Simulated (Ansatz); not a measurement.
The starting structures come from a database of crystals and need not be the phases stable at ambient conditions.

The decay constant κ of evanescent states in the gap governs leakage through a thin film.

```xyz
12
Lattice="5.0718 0.0000 0.0000 0.0000 5.0718 0.0000 0.0000 0.0000 5.1753" Properties=species:S:1:pos:R:3 pbc="T T T"
Sn     0.0000     2.5359     2.5876
Sn     2.5359     2.5359     0.0000
Sn     2.5359     0.0000     2.5876
Sn     0.0000     0.0000     0.0000
O      3.3529     4.2547     4.3415
O      1.7188     0.8171     0.8337
O      4.2547     0.8171     1.7539
O      0.8171     4.2547     3.4214
O      0.8171     3.3529     0.8337
O      4.2547     1.7188     4.3415
O      1.7188     1.7188     3.4214
O      3.3529     3.3529     1.7539
```

Space group of this cell: Pbca. The cell is strained (lengths across the current scaled by 0.98, ions clamped); by r2SCAN its mean pressure is -0.6 GPa.

Transport runs along the normal of the first two printed cell vectors.

The gap is the functional's own, uncorrected, and κ follows it; spin-orbit coupling is left out. Mid-gap values are interpolated between the computed energies.

Q: Predict the band gap and the smallest decay constant κ at mid-gap from r2SCAN in Ansatz (a first-principles code).

A: Gap 1.54 eV on a 6×6×6 mesh; κ = 0.152 1/Å, at the zone centre.
